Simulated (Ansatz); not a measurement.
hypothetical CsCl type TiS with two functionals, biaxial strain −1.52 %, plane normal [001], relaxed out of plane

Start from TiS in the CsCl type structure (space group Pm-3m, No. 221; a = 3.0538 Å; a hypothetical phase, not in the database extracts checked; relaxed with 0.1 eV smearing). Axes: x, y, z lie along the cube axes.

(Cell as relaxed with PBE.)

Levels (all Ansatz, a first-principles code, PAW): PBE (420 eV, scalar-relativistic without spin-orbit coupling); PBEsol (420 eV, spin-orbit coupling left out).

Each level relaxes its own structure.

| base | PBE | PBEsol |
|---|---|---|
| volume per atom | 14.24 Å³ | 13.64 Å³ |
| lattice parameter a | 3.054 Å | 3.011 Å |
| band gap | zero | zero |

One thing is altered: compressive biaxial strain of 1.52 % in the plane normal to [001], as in epitaxy on a mismatched substrate; the out-of-plane cell vector and the atoms relax.

| quantity | PBE | PBEsol |
|---|---|---|
| energy relative to the base (free energy F) | +8.1 meV/atom | ? |
| ratio −ε⊥/ε∥ | 0.19 | ? |
| mean in-plane stress (compression positive) | +6.2 GPa | ? |

### Question
What does PBEsol give?

### Answer

- energy relative to the base (free energy F), PBEsol: +8.6 meV/atom
- ratio −ε⊥/ε∥, PBEsol: 0.22
- mean in-plane stress (compression positive), PBEsol: +6.8 GPa

PBE's energy relative to the base lies 0.5 meV/atom below PBEsol's; PBE's ratio −ε⊥/ε∥ lies 0.03 below PBEsol's; PBE's in-plane stress lies 0.6 GPa below PBEsol's. Neither level is exact; PBEsol is the comparison here, not a measurement.

No phonon test of stability was made. All final runs are without spin polarisation.
